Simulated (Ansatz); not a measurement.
**tetragonal indium (0 0 1) on rock-salt PbTe (0 0 1) (film strained to the substrate, started from cuts of the bulks and a machine-learned relaxation; slabs Pb4Te4 and In8, which can lie off the formulas)**

A periodic stack without vacuum, tetragonal indium (0 0 1) on rock-salt PbTe (0 0 1) (film strained to the substrate, started from cuts of the bulks and a machine-learned relaxation; slabs Pb4Te4 and In8, which can lie off the formulas): substrate slab Pb4Te4, film In8, surface cells [[1, 0], [1, 1]] and [[-1, 1], [-1, -1]], film strained by -1.3 and -1.3 %, outermost planes PbTe/PbTe and In/In as cut, which need not be the usual terminations and can put a slab off its formula.

The start was prepared with a machine-learned potential, and the result is one local minimum, with the in-plane cell held and forces under 0.04 eV/Å; the film can end far from its bulk form.

These are PBE (plane waves to 420 eV, PAW; Ansatz, a first-principles code) values and carry that method's errors. Scalar-relativistic, without spin–orbit coupling; the runs are not spin-polarised. Its k-point mesh 7×7×1, Fermi–Dirac width 0.05 eV.

- interface area: 21.6 Å²
- period: 24.03 Å
- heights between the nearest atoms of the two slabs at the two interfaces: 3.10 and 3.10 Å
- In–Pb contacts across the interfaces within 1.22 times the sum of covalent radii: 2, mean 3.39 Å
- In–Te contacts across the interfaces within 1.22 times the sum of covalent radii: 2, mean 3.18 Å

```yaml
crystal:
  lattice:
    - [4.64399, 0.00220, -0.15621]
    - [0.00220, 4.64466, 0.13434]
    - [-1.18502, -0.86318, 24.07321]
  atoms:
    - { symbol: Pb, position: [0.97411, 0.05544, 0.20845] }
    - { symbol: Pb, position: [0.42003, 0.54856, 0.07137] }
    - { symbol: Pb, position: [0.09120, 0.06224, 0.48092] }
    - { symbol: Pb, position: [0.53605, 0.55645, 0.34386] }
    - { symbol: Te, position: [0.47030, 0.55345, 0.20466] }
    - { symbol: Te, position: [0.91746, 0.04821, 0.07480] }
    - { symbol: Te, position: [0.59337, 0.56187, 0.47747] }
    - { symbol: Te, position: [0.04071, 0.05733, 0.34767] }
    - { symbol: In, position: [0.18852, 0.55100, 0.72082] }
    - { symbol: In, position: [0.68665, 0.05036, 0.72351] }
    - { symbol: In, position: [0.14379, 0.04868, 0.62191] }
    - { symbol: In, position: [0.64280, 0.54692, 0.60987] }
    - { symbol: In, position: [0.35426, 0.54146, 0.93049] }
    - { symbol: In, position: [0.85517, 0.04242, 0.94243] }
    - { symbol: In, position: [0.30947, 0.04063, 0.83157] }
    - { symbol: In, position: [0.81099, 0.54117, 0.82879] }
```
